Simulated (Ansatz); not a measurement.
# MgS: response to strain

The reference is MgS in the rock salt structure (space group Fm-3m, No. 225).

```
MgS
1.0
    0.00000     2.59100     2.59100
    2.59100     0.00000     2.59100
    2.59100     2.59100     0.00000
Mg S
1 1
Cartesian
  0.00000   0.00000   0.00000
  2.59100   2.59100   2.59100
```

Cartesian axes are those of the cell as printed.

Strains are applied to the cell and any free atomic positions relax; under biaxial strain the out-of-plane vector relaxes too.

All numbers come from PBEsol, PAW, 420 eV (Ansatz, a first-principles code; without spin-orbit coupling).

```tsv
change	ratio −ε⊥/ε∥	band gap	gap character	smallest direct gap
base	–	2.73 eV	–	3.69 eV
biaxial strain −2.50 %, plane normal [001], relaxed out of plane	0.56	2.64 eV	indirect, Γ → X	3.88 eV
biaxial strain −2.00 %, plane normal [001], relaxed out of plane	0.55	2.65 eV	indirect, Γ → X	3.84 eV
biaxial strain −1.50 %, plane normal [001], relaxed out of plane	0.55	2.67 eV	indirect, Γ → X	3.80 eV
biaxial strain −1.00 %, plane normal [001], relaxed out of plane	0.55	2.69 eV	indirect, Γ → X	3.76 eV
biaxial strain −0.50 %, plane normal [001], relaxed out of plane	–	2.71 eV	indirect, Γ → X	3.73 eV
biaxial strain +0.50 %, plane normal [001], relaxed out of plane	–	2.68 eV	indirect, Γ → M	3.62 eV
biaxial strain +1.00 %, plane normal [001], relaxed out of plane	0.53	2.63 eV	indirect, Γ → M	3.55 eV
biaxial strain +2.00 %, plane normal [001], relaxed out of plane	0.52	2.53 eV	indirect, Γ → M	3.42 eV
biaxial strain +2.50 %, plane normal [001], relaxed out of plane	0.51	2.49 eV	indirect, Γ → M	3.35 eV
```

Whether these cells are dynamically stable was not tested. Labels are those of the standard path for the cell's own space group.
